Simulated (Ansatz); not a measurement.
**Pressure series in HgTe**

Consider HgTe in the zinc blende structure (space group F-43m, No. 216).

HgTe is taken in the cubic space group F-43m (No. 216), the zinc blende structure, Pearson symbol cF8. Conventional cell: a = 6.5734 Å, b = 6.5734 Å, c = 6.5734 Å, α = 90.00°, β = 90.00°, γ = 90.00°. Te on 4c is surrounded by 4 Hg at 2.846 Å (tetrahedral). Hg on 4a is surrounded by 4 Te at 2.846 Å (tetrahedral). (Neighbours: up to the widest gap in distance over summed covalent radii, below 1.35, at either atom; cation-cation and far metal-metal contacts left out.)
(The calculation used a cell of 2 atoms; values per cell refer to that cell.)

Cell and atoms are relaxed at each pressure.

Level of theory: plane-wave PAW DFT at the r2SCAN level (Ansatz, an electronic-structure program, 500 eV), no spin-orbit coupling, earlier PAW set.

```
pressure (GPa)  volume per atom (Å³/atom)
--------------  -------------------------
-2                                 37.629
-1                                 36.482
0                                  35.505
0.9                                34.759
2.1                                33.890
4.5                                32.468
9                                       ?
22.5                               26.883
30                                 25.590
```

Q: Fit the third-order Birch–Murnaghan form P(V) = (3B₀/2)[(V₀/V)^(7/3) − (V₀/V)^(5/3)]·[1 + (3/4)(B₀′ − 4)((V₀/V)^(2/3) − 1)] (squares taken in P) to the rows shown and predict the withheld row.

A: Least squares on the printed values gives V₀ = 35.513 Å³/atom, B₀ = 40.0 GPa, B₀′ = 5.0; this predicts 30.475 Å³/atom, and the run gives 30.477 Å³/atom, 0.002 higher.

Measured bulk modulus of HgTe: 42.3 GPa (temperature not stated; as listed in Cormac Toher et al., Physical Review Materials (2017)); the computed value is for a static lattice, so the two differ by thermal effects too.

Spin-orbit coupling, missing from the scalar runs, can matter with Hg and Te. Load acts through the strain it causes; cell and atoms are relaxed under it. No phonon test of stability was made. Tetrahedral semiconductors of this kind turn to denser phases somewhere between about 1 and 50 GPa; those were not computed, so compressed cells here can lie past the real transition. All final runs are without spin polarisation.
